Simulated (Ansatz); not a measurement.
TaAlO₄ (Pbcn, No. 60, 24 atoms in the cell; start mp-8898) was calculated with HSE06 (Ansatz, a quantum-chemistry and plane-wave program, PAW).

Settings: plane-wave cutoff 460 eV, 4×2×4 k mesh (along the axes of the cell as run), Fermi–Dirac smearing 0.01 eV, scalar-relativistic PAW data made under PBE.

Cell (relaxed with PBEsol):

```cif
data_Al4O16Ta4
_chemical_formula_sum 'Ta4 Al4 O16'
_space_group_name_H-M_alt 'Pbcn'
_space_group_IT_number 60
_space_group_name_Hall '-P 2n 2ab'
_cell_length_a 4.47064
_cell_length_b 11.28773
_cell_length_c 4.76246
_cell_angle_alpha 90.000
_cell_angle_beta 90.000
_cell_angle_gamma 90.000
loop_
_atom_site_label
_atom_site_type_symbol
_atom_site_symmetry_multiplicity
_atom_site_Wyckoff_symbol
_atom_site_fract_x
_atom_site_fract_y
_atom_site_fract_z
_atom_site_occupancy
Ta1 Ta 4 c 0.00000 0.16871 0.25000 1
Al1 Al 4 c 0.00000 0.43495 0.25000 1
O1 O 8 d 0.26659 0.05763 0.07729 1
O2 O 8 d 0.22658 0.31237 0.08075 1
```

Question: What does this level give for the band gap and smallest direct gap on the k points sampled?

Answer: 
band gap: 5.04 eV
smallest direct gap on the k points sampled: 5.05 eV

Note: cell and atoms aren't relaxed at this level (pressure -1.3 GPa).

Spin–orbit coupling is not included.

Computing time: around 10 core-minutes (rough).

A start named mp-… is a Materials Project structure, which need not be a measured phase.
